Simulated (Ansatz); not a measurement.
**CsI in the CsCl type structure (space group Pm-3m, No. 221)**

Space group Pm-3m (No. 221); a = b = c = 4.667 Å, α = β = γ = 90.00°

```json
[
 {"atom": "Cs", "site": "1a", "symmetry": "m-3m", "x": "0.0000", "y": "0.0000", "z": "0.0000"},
 {"atom": "I", "site": "1b", "symmetry": "m-3m", "x": "0.5000", "y": "0.5000", "z": "0.5000"}
]
```

The values are results of Kohn–Sham DFT with the PBE functional, run in Ansatz (a program for electronic structure) with PAW and 420 eV plane waves, no spin-orbit coupling, not measurements. Settings: 7×7×7 k-points, 0.05 eV Fermi–Dirac smearing.

The volume per atom is 50.82 Å³, the density comes out as 4.24 g/cm³ and the band gap is 3.69 eV, indirect, M → Γ. The electron mass is 0.29 mₑ, the lowest conduction-band minima above the VBM comes out as Γ 3.69 eV; M along ⟨110⟩ 4.26 eV and the total energy comes out as -6593.377 eV/atom (σ→0; compares only within this code and set-up).

Spin-orbit coupling, missing from the scalar runs, can matter with I. Effective masses come from finite differences of ±0.01 Å⁻¹. Stability against distortions was not tested.
